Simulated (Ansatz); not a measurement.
**Element substitutions in AlAs**

Consider AlAs in the zinc blende structure (space group F-43m, No. 216; a = 5.674 Å).

Each row replaces one element on all its sites; cell and atoms are relaxed.

Calculations: PBEsol, PAW, 420 eV (Ansatz, an electronic-structure program; scalar-relativistic without spin-orbit coupling), earlier PAW set.

| case | shortest interatomic distance | band gap |
|---|---|---|
| base | 2.457 Å | 1.34 eV |
| As → Sn | 2.688 Å | zero |
| As → N | (withheld) | (withheld) |
| As → C | 2.005 Å | zero |
| As → Cu | 2.369 Å | zero |

Problem. Complete the table.

Solution. 
- As → N, shortest interatomic distance: 1.895 Å
- As → N, band gap: 3.19 eV

Whether these cells are dynamically stable was not tested. As relaxed here, AlSn, AlC and AlCu are hypothetical phases, not in the database extracts checked. All final runs are without spin polarisation. An odd electron count without spin: AlSn and AlC. This is not the structure that AlN has at room temperature and ambient pressure.
